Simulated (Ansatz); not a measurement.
Input:

```
SrVO3
1.0
    3.68348     0.00000     0.00000
    0.00000     3.68348     0.00000
    0.00000     0.00000     3.68348
Sr V O
1 1 3
Cartesian
  0.00000   0.00000   0.00000
  1.84174   1.84174   1.84174
  0.00000   1.84174   1.84174
  1.84174   1.84174   0.00000
  1.84174   0.00000   1.84174
```

Spin-polarised, with starting moments of sign Sr0 V+ O0 O0 O0.

All numbers come from r2SCAN in Ansatz (plane waves to 500 eV, PAW, no SOC). Γ-centred 12×12×12 mesh, Fermi–Dirac width 0.05 eV.

Task: Predict the band gap and largest site moment.

Result: 
```json
{
 "band_gap": "zero",
 "largest_site_moment": "0.00 μB"
}
```

The magnetic state is the one reached from the starting moments; the real material's order can differ, and small cells can't hold many antiferromagnetic ones. Load acts through the strain it causes; cell and atoms are relaxed under it. Whether these cells are dynamically stable was not tested. No other phases were tried under pressure. Starting moments died away, wholly or in part, for pressure 30 GPa; another magnetic solution may exist. No Hubbard U is applied, and correlation can decide whether such a compound is a metal. The cell was made from SrVO₃ in the cubic perovskite structure (space group Pm-3m, No. 221; ferromagnetic) by this change: pressure 30 GPa.

Ansatz is a quantum-chemistry and plane-wave program.
